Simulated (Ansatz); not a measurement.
## Effective masses and thermopower of BAs (F-43m)

Given:

```
CELL_PARAMETERS angstrom
      0.00000     2.38394     2.38394
      2.38394     0.00000     2.38394
      2.38394     2.38394     0.00000
ATOMIC_POSITIONS crystal
  B  0.00000 0.00000 0.00000
  As 0.25000 0.25000 0.25000
```

All values below come from r2SCAN with spin-orbit coupling, rigid bands (plane waves, PAW; Ansatz, a program for electronic structure). Cell: cell and atoms relaxed with PBEsol.

The band gap is 1.30 eV and the electron conductivity mass (300 K, dilute) comes out as 0.30 mₑ. The hole conductivity mass (300 K, dilute) is 0.32 mₑ, the effective density of states N_c (300 K) is 3.4e19 cm⁻³ and the effective density of states N_v (300 K) comes out as 1.0e19 cm⁻³. The density-of-states mass, electrons is 1.23 mₑ and the density-of-states mass, holes is 0.56 mₑ. The Seebeck coefficient, n-type 1e19 cm⁻³, 300 K is -320 μV/K and the best n-type power factor at 300 K for τ = 10 fs (best axis; densities from 1e16 to 1e21 cm⁻³ tried, whether or not they can be reached) comes out as 18.3 μW/(cm·K²) at 1e20 cm⁻³. The Seebeck coefficient, p-type 1e19 cm⁻³, 300 K is 238 μV/K and the best p-type power factor at 300 K for τ = 10 fs (best axis; densities from 1e16 to 1e21 cm⁻³ tried, whether or not they can be reached) is 8.4 μW/(cm·K²) at 3e20 cm⁻³.

Rigid bands; masses and Seebeck coefficients take one relaxation time τ for all states and one kind of carrier; polarons and phonon drag are left out. Geometry: cell and atoms relaxed with PBEsol.
